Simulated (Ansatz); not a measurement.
Base system: SrTiO3 in the cubic perovskite structure (space group Pm-3m, No. 221; a = 3.8911 Å).

Now apply this change: a hydrostatic pressure of 75 GPa.

Levels (all Ansatz, a first-principles code, PAW): PBEsol (420 eV, no spin-orbit coupling); r2SCAN (500 eV, spin-orbit coupling left out); HSE06 (420 eV, no spin-orbit coupling).

One geometry, relaxed with PBEsol, under each level:

```tsv
level	band gap	lowest conduction level above the VBM at special points	pressure
PBEsol	2.20 eV	Γ 2.20 eV; X 2.53 eV; M 5.26 eV; R 6.28 eV	75.00 GPa
r2SCAN	[?]	[?]	[?]
HSE06	3.85 eV	Γ 3.85 eV; X 4.22 eV; M 7.16 eV	–
```

### Question
Give the withheld r2SCAN results.

### Answer

- r2SCAN, band gap: 2.75 eV
- r2SCAN, lowest conduction level above the VBM at special points: Γ 2.75 eV; X 3.06 eV; M 5.72 eV; R 6.76 eV
- r2SCAN, pressure: 82.10 GPa

Single points use the geometry relaxed with PBEsol. Their cutoffs differ, which shifts pressures a little. HSE06 gaps are upper bounds (no full band path). Load acts through the strain it causes; cell and atoms are relaxed under it. Stability against distortions was not tested. No other phases were tried under pressure. All final runs are without spin polarisation. Many cubic perovskites are stable only at high temperature; tilts and polar distortions were not tested.
